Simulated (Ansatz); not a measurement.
Symmetric slabs, relaxed from ideal cuts in 1x1 cells, of elemental solids: surface energy (J/m²) by functional, in Ansatz (plane waves, PAW). All structures are PBE's; the other columns are single points with references at the same level. No spin-orbit coupling, Hubbard U or dispersion.

| system | PBE | LDA | PBEsol | RPBE | r2SCAN |
|---|---|---|---|---|---|
| hcp Co, ferromagnetic (11-21), ideal cut with outer spacing 0.60 Å | 2.66 | 3.33 | 3.10 | ? | – |
| hcp Ru (10-10), ideal cut with outer spacing 0.79 Å | 2.95 | 3.53 | 3.37 | ? | 3.18 |
| hcp Ru (21-33), ideal cut with outer spacing 0.13 Å | 3.16 | 3.78 | 3.61 | 2.90 | 3.40 |
| bcc Mo (331), ideal cut with outer spacing 0.36 Å | 3.01 | 3.42 | 3.33 | 2.82 | 3.23 |
| fcc Ir (110), ideal cut with outer spacing 1.37 Å | 2.86 | 3.48 | 3.31 | 2.61 | 3.11 |
| bcc Mo (310), ideal cut with outer spacing 1.00 Å | 3.13 | 3.55 | 3.45 | 2.93 | 3.35 |
| bcc Na (110), ideal cut with outer spacing 2.97 Å | 0.21 | 0.23 | ? | 0.18 | 0.23 |
| bcc Mo (321), ideal cut with outer spacing 0.84 Å | 3.00 | 3.41 | 3.32 | 2.81 | 3.23 |
| bcc W (331), ideal cut with outer spacing 0.37 Å | 3.51 | 3.89 | 3.83 | 3.33 | 3.80 |
| hcp Be (10-11), ideal cut with outer spacing 0.29 Å | 1.89 | 2.17 | 2.06 | 1.74 | ? |
| fcc Cu (311), ideal cut with outer spacing 1.09 Å | 1.56 | 2.06 | 1.90 | 1.33 | 1.82 |
| fcc Al (221), ideal cut with outer spacing 0.67 Å | 0.94 | 1.11 | ? | 0.85 | 1.06 |

### Question
Some entries are withheld; supply them.

### Answer

- hcp Co, ferromagnetic (11-21), ideal cut with outer spacing 0.60 Å, RPBE: 2.38
- hcp Ru (10-10), ideal cut with outer spacing 0.79 Å, RPBE: 2.72
- bcc Na (110), ideal cut with outer spacing 2.97 Å, PBEsol: 0.23
- hcp Be (10-11), ideal cut with outer spacing 0.29 Å, r2SCAN: 1.95
- fcc Al (221), ideal cut with outer spacing 0.67 Å, PBEsol: 1.10

The rows are a random draw from the class, without slabs that broke up, higher cuts of a face and adsorbates that left their site. Mean shift from PBE over these rows: LDA 0.42 J/m² (from 0.03 to 0.66, 12 rows); PBEsol 0.31 J/m² (from 0.02 to 0.45, 12 rows); RPBE -0.19 J/m² (from -0.28 to -0.02, 12 rows); r2SCAN 0.19 J/m² (from 0.03 to 0.29, 11 rows).

Ansatz is an electronic-structure program.
